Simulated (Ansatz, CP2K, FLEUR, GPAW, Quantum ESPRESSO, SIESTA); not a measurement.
# One structure in several programs: Ti2Te2P (R-3m, 5 atoms in the cell)

Self-consistent single point.

```yaml
crystal:
  lattice:
    - [1.82518, 1.05377, 9.94446]
    - [-1.82518, 1.05377, 9.94446]
    - [0.00000, -2.10754, 9.94446]
  atoms:
    - { symbol: Ti, position: [0.62216, 0.62216, 0.62216] }
    - { symbol: Ti, position: [0.37784, 0.37784, 0.37784] }
    - { symbol: Te, position: [0.22825, 0.22825, 0.22825] }
    - { symbol: Te, position: [0.77175, 0.77175, 0.77175] }
    - { symbol: P, position: [0.00000, 0.00000, 0.00000] }
```

All programs got the same cell, k-point mesh and kind of occupations (in Ansatz's words: kpoints.mp_grid.grid = 6 6 6; scf.occupations.method = fermi_dirac; scf.occupations.width = 0.1 eV); potentials, basis and cutoffs are each program's usual ones.

```tsv
code	model	pressure (GPa)	largest force (eV/Å)	k-points	cutoff
Ansatz	LDA (PW92), PAW files made with PBE	-5.30	0.241	32	default
GPAW	LDA (Perdew-Wang 92), GPAW PAW datasets LDA (gpaw-data 1.0.1)	-5.30	0.247	32	800 eV
Quantum ESPRESSO	LDA (PZ), GBRV 1.5 ultrasoft (LDA) pseudopotentials	-5.09	0.213	32	50 Ry
CP2K	LDA (Pade form), GPW, DZVP-MOLOPT-SR-GTH basis, GTH-PADE potentials (GTH_POTENTIALS)	-4.62	0.213	216	grid 600 Ry
FLEUR	LDA (Vosko-Wilk-Nusair), all-electron FLAPW (FLEUR), scalar-relativistic valence	–	0.225	32	Kmax 4.6 1/bohr
SIESTA	LDA PW92, numerical atomic orbitals DZP, PseudoDojo LDA standard norm-conserving potentials (rewritten from UPF to PSML)	-6.05	0.290	132	grid 300 Ry
```

Size of the force on each atom (eV/Å): Sizes of forces hide their directions.

```tsv
code	Ti1	Ti2	Te3	Te4	P5
Ansatz	0.196	0.196	0.241	0.241	0.000
GPAW	0.146	0.146	0.247	0.247	0.000
Quantum ESPRESSO	0.203	0.203	0.213	0.213	0.000
CP2K	0.213	0.213	0.210	0.210	0.000
FLEUR	0.225	0.225	0.209	0.209	0.000
SIESTA	0.290	0.290	0.059	0.059	0.000
```

A dash marks a value that a program does not give, or that is left out as unsure.

The spread over the programs that give each value: pressure within 1.43 GPa; largest force within 0.077 eV/Å.

The starting cell comes from a database of computed structures (which also holds hypothetical and non-ambient phases and stackings), without a prior relaxation at this level. On Ansatz's run: Spin-orbit coupling is off. Spin polarisation is off; with an odd number of electrons in the cell that forces a metal, and a magnetic state may lie lower. In the base run, with a pressure of about -5 GPa the cell is away from its equilibrium volume at this level.

Q: Why do the programs differ, and what cannot be compared?

A: Differences of this kind can come from the potentials, where these differ, and from what each basis and cutoff leave unconverged. The valence holds different numbers of electrons (Ansatz (a quantum-chemistry and plane-wave program) 61, GPAW 41, Quantum ESPRESSO 41, CP2K 41, FLEUR 61, SIESTA 61). The zero of total energies and Fermi levels follows the potentials and each program's conventions, so they are not compared here. CP2K and SIESTA use small atom-centred bases, whose incompleteness enters pressures, forces and empty levels differently from a plane-wave cutoff. FLEUR treats all electrons, but the usual bases taken here (sphere radii, linearisation, local orbitals, empty states) were not tested for convergence, so the values are no reference for the others. Ansatz's pressure is given at a fixed set of plane waves, as the other plane-wave codes print theirs; with its correction for the finite basis it is -5.27 GPa. The same LDA comes in different parametrisations, which differ slightly. The programs reduce the same mesh by symmetry to different extents, which changes the work and not the result. In the force vectors, SIESTA (by 0.182) lies more than 0.08 eV/Å from the median of the plane-wave programs.

Left out of this page: ABINIT (stopped by limits of time or memory); Elk (not drawn, or without a comparable value).

Keys are those of Ansatz 0.2.
